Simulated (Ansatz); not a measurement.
Cells marked so need not be the phases stable at ambient conditions, and some may be hypothetical.

No gap correction and no spin-orbit coupling; mid-gap values are interpolated between computed energies.

A. Ca2AsI (R-3m, not sure to be the ambient phase, 4 atoms a cell, 31.2 Å³ an atom), along the normal of (110)
B. BaTe2 (I4/mcm, not sure to be the ambient phase, 6 atoms a cell, 40.0 Å³ an atom), along the normal of (100)
C. Ca2H6Os (Fm-3m, not sure to be the ambient phase, 9 atoms a cell, 10.5 Å³ an atom), along the normal of (111)

Question: Put the candidates in order of mid-gap decay constant of the slowest evanescent state, lowest first, for r2SCAN (Ansatz, a first-principles code).

Answer: B (0.15 1/Å), A (0.19 1/Å), C (0.42 1/Å)
